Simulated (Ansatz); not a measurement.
B20 (FeSi-type) FeGe was calculated with PBEsol-D3(BJ) (Ansatz, an electronic-structure program, plane waves, PAW).

Numerical settings: plane-wave cutoff 520 eV, 12×12×12 k mesh, Fermi–Dirac smearing 0.05 eV, spin-polarised with parallel moments, scalar-relativistic PAW data made under PBE.

Computed at the level's own relaxed cell.

Question: Predict the volume per atom, bulk modulus B0 and magnetic moment (largest site, within a sphere).

Answer: 
- volume per atom: 11.80 Å³/atom
- bulk modulus B0: 200 GPa
- magnetic moment (largest site, within a sphere): 1.06 μB

The run finds no gap.

Measured, for comparison: equilibrium volume per atom 12.97 Å³/atom (295 K, not corrected to a static lattice; as tabulated in Wilhelm et al. (2007), arXiv:cond-mat/0703031); bulk modulus 147 ± 3 GPa (82 K, zero-point motion not removed; as tabulated in Wilhelm et al. (2007), arXiv:cond-mat/0703031). Computed (rounded) less measured: equilibrium volume per atom -9.0 %, bulk modulus +36 %.

Note: the collinear magnetic order is the start's and need not be the measured one; the bulk modulus comes from volumes at which shape and atoms were relaxed.

Moments are spin moments.

Cost on a shared machine: about 120 core-minutes (a rough figure).
